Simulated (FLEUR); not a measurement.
A self-consistent single point of YGe2 (I4_1/amd, 6 atoms in the cell) with FLEUR.

Method of the run: PBEsol, all-electron FLAPW (FLEUR), scalar-relativistic valence.

The change in words: lattice scaled by 0.98. Reference geometry:
```
YGe2
1.0
   -2.02189     2.02189     8.42769
    2.02189    -2.02189     8.42769
    2.02189     2.02189    -8.42769
Y Ge
2 4
Direct
  0.50000   0.50000   0.00000
  0.25000   0.75000   0.50000
  0.82799   0.32799   0.50000
  0.07799   0.07799   0.00000
  0.92201   0.92201   0.00000
  0.67201   0.17201   0.50000
```

Reference input (self-consistent single point, DFT, PBEsol, all-electron FLAPW (FLEUR), scalar-relativistic valence): Kmax = 3.8 1/bohr; GmaxXC = 11.4 1/bohr; xcFunctional = PBEs; jspins = 1; l_soc = F; mode = hist; fermiSmearingEnergy = 0.00367493 Htr; mesh (inpgen div1-3) = 5 5 5; inpgen gamma flag = false; Gmax = 11.4 1/bohr; numbands = 0; maxIterBroyd = 15. This run's input differs from it in these lines:

```diff
@@ -3,5 +3,5 @@
 &input film=f /
--2.0218850000 2.0218850000 8.4276940000
-2.0218850000 -2.0218850000 8.4276940000
-2.0218850000 2.0218850000 -8.4276940000
+-1.9814470000 1.9814470000 8.2591400000
+1.9814470000 -1.9814470000 8.2591400000
+1.9814470000 1.9814470000 -8.2591400000
 1.8897261246
@@ -48,5 +48,5 @@
          <bravaisMatrix>
-            <row-1>   -3.8208089054368712     3.8208089054368712    15.9260335219346736</row-1>
-            <row-2>    3.8208089054368712    -3.8208089054368712    15.9260335219346736</row-2>
-            <row-3>    3.8208089054368712     3.8208089054368712   -15.9260335219346736</row-3>
+            <row-1>   -3.7443921604102961     3.7443921604102961    15.6075126247288445</row-1>
+            <row-2>    3.7443921604102961    -3.7443921604102961    15.6075126247288445</row-2>
+            <row-3>    3.7443921604102961     3.7443921604102961   -15.6075126247288445</row-3>
          </bravaisMatrix>
```

Output, abridged:

```
 Iteration:     1   Distance:       4.24593815 me/bohr^3
 Iteration:     2   Distance:       3.91672792 me/bohr^3
 Iteration:     3   Distance:       1.72948033 me/bohr^3
 Iteration:     4   Distance:       1.04268011 me/bohr^3
 Iteration:     5   Distance:       0.70985986 me/bohr^3
   [... 6 lines left out ...]
 Iteration:    12   Distance:       0.00028845 me/bohr^3
 Iteration:    13   Distance:       0.00023644 me/bohr^3
 Iteration:    14   Distance:       0.00004306 me/bohr^3
 Iteration:    15   Distance:       0.00000911 me/bohr^3
 Reset of history
 Run finished successfully
 Stop message:
   Structural relaxation: new displacements generated

[file out, last iteration]
             iter=     16
[...]
          total density-effective poten   -2.4360550690E+04
          total charge density-energy d   -5.2841288942E+02
 Updated energy parameters for spin:           1
[...]
 fermi energy and band-weighting factors:
   [... 5 lines left out ...]

[...]
FERMIE:
          first approx. to ef    (T=0)  :   0.314785 htr   (energy of the highest occ. eigenvalue)
          number of occ. states  (T=0)  :        702
          first approx. to seigv (T=0)  : -31.765616 htr
          sum of weights of occ. states :  39.096000
          sum of semicore charge        :   0.000000 e
FERHIS:  Fermi-Energy by histogram:
          bandgap                     :   0.003555 htr
   [... lines left out ...]
          charge neutrality (T=0)     :   0.192000    (zero if the highest occ. eigenvalue is "entirely" occupied)
     EF_NEWTON:  Adjust Fermi-Energy by Newton-Method.
 Direct bandgap for spin            1 :    2.1012157219082950E-002  Htr
 ---->    free energy=                    -15157.9087147267 htr
   [... lines left out ...]
      extrapolation for T->0
 ---->    total electron energy=          -15157.9074394593 htr
 ***** TOTAL FORCES ON ATOMS *****
 TOTAL FORCE FOR ATOM TYPE=  1  X=  1.872   Y= -3.744   Z=  3.902
                       FX_TOT= 0.000000 FY_TOT= 0.000000 FZ_TOT= 0.000000
 TOTAL FORCE FOR ATOM TYPE=  2  X=  1.872   Y=  0.000   Z= -1.467
                       FX_TOT= 0.000000 FY_TOT= 0.000000 FZ_TOT= 0.000301
```

The run converged in 15 iterations. FLEUR gives forces in its relaxation mode, with a further iteration, so its stop message speaks of a relaxation. Against the reference run the free energy goes down by 29.6 meV/atom.

The starting cell comes from a database of computed structures (which also holds hypothetical and non-ambient phases and stackings), without a prior relaxation at this level. Its lattice was rescaled by a random factor within 2.5 % of one. For this run, on top of that: lattice scaled by 0.98. Values depend on the basis (sphere radii, cutoffs, local orbitals), which need not be converged. The log's line on a gap gives a spacing of levels on this mesh, which the program prints for metals too.

Cost on one core of a shared machine: roughly 7 min.
